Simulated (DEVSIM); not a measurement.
System: Ru/SiO2/p-Ge capacitor, at 250 K.

Layer 1 from the left is SiO2, thickness (nm) 11.0. Layer 2 from the left is Ge, thickness (nm) 2200, Na (cm⁻³) 7.1e16.

Metal gate on the left, work function 4.7 eV. Fixed charge at the semiconductor interface 3.4e10 cm⁻² (in units of +e); no interface traps.

The device is made up for the run: typed textbook-type constants, with dimensions and the other settings drawn at random. Values at 300 K; Nc and Nv go as T^1.5, mobilities as T to minus their exponent, the gap by Varshni's rule with the affinity fixed.

SiO2: gap (eV) 9, affinity (eV) 0.9, permittivity 3.9. Ge: gap (eV) 0.664, affinity (eV) 4, permittivity 16, Nc (cm⁻³) 1.04e19, Nv (cm⁻³) 6e18, Varshni α (eV/K) 0.000477, Varshni β (K) 235.

### Question
Estimate by hand the flat-band voltage, the threshold voltage, and compare with a numerical solution.

### Answer

- Flat-band voltage: C = 0.314 μF/cm², work-function difference 0.107 V; VFB = φms − qNf/C = 0.09 V; numerical 0.09 V.
- Threshold voltage: φF = 0.246 V, depletion charge √(4εqNφF) = 1.26e-7 C/cm²; VT = VFB + 2φF + Qd/C = 0.98 V; numerical 0.98 V.

DEVSIM, 1D Poisson equation in equilibrium, Boltzmann statistics, complete ionisation; no quantum confinement or tunnelling. Metal contacts follow the ideal Schottky-Mott rule: no Fermi-level pinning, no interface dipoles.
